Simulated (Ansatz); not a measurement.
## Li: element substitutions

The reference is Li in the fcc (Cu type) structure (space group Fm-3m, No. 225; a = 4.321 Å).

Each row replaces one element on all its sites; cell and atoms are relaxed.

Computed with Kohn–Sham DFT with the PBEsol functional, run in Ansatz (a first-principles code) with PAW and 420 eV plane waves, without spin-orbit coupling.

Base values:

```
Property            Value
---------------  --------
Volume per atom  20.17 Å³
```

Q: The aim is a volume per atom between 67.26 Å³ and 74.15 Å³. Which of these changes reaches it?
A) Li → Na
B) Li → H
C) Li → K

A: C, Li → K. It gives 71.19 Å³; Li → H gives 2.92 Å³; Li → Na gives 36.38 Å³. Changes not listed may reach it too

Stability against distortions was not tested. As relaxed here, Na is a hypothetical phase, not in the database extracts checked. For K in this form, whether it has been made was not checked. This is not the structure that Li has at room temperature and ambient pressure. This is not the structure that K has at room temperature and ambient pressure.
